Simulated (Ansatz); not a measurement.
Consider Bi in the A7 type structure (space group R-3m, No. 166; a = 4.472 Å, c = 11.279 Å (hexagonal axes)).

Structures relaxed with PBEsol-D3(BJ) (Ansatz, a first-principles code), spin-orbit coupling left out.

Base:

Simulated powder pattern, Cu Kα, λ = 1.54184 Å (kinematic, ideal powder, no thermal factors, no anomalous dispersion; the 8 strongest lines at most, above 2 %, up to 2θ = 90°):

```
2θ (°)  I/Imax (%)    hkl
------  ----------  -----
27.95          100  (012)
39.53           39  (104)
40.33           39  (110)
49.78           21  (202)
57.75           13  (024)
64.79           17  (116)
65.92           19  (122)
72.79           14  (214)
```

It is then changed as follows: As takes the place of Bi on all its sites, then cell and atoms are relaxed.

Question: Predict the new powder pattern.

Answer: 
Simulated powder pattern, Cu Kα, λ = 1.54184 Å (kinematic, ideal powder, no thermal factors, no anomalous dispersion; the 8 strongest lines at most, above 2 %, up to 2θ = 90°):

| 2θ (°) | I/Imax (%) | hkl |
|---|---|---|
| 33.17 | 100 | (012) |
| 46.60 | 33 | (104) |
| 48.62 | 35 | (110) |
| 60.12 | 18 | (202) |
| 69.62 | 9.8 | (024) |
| 77.80 | 11 | (116) |
| 80.84 | 15 | (122) |
| 89.47 | 10 | (214) |

The indices refer to each structure's own conventional cell; one index is shown for lines that coincide.

Whether these cells are dynamically stable was not tested.
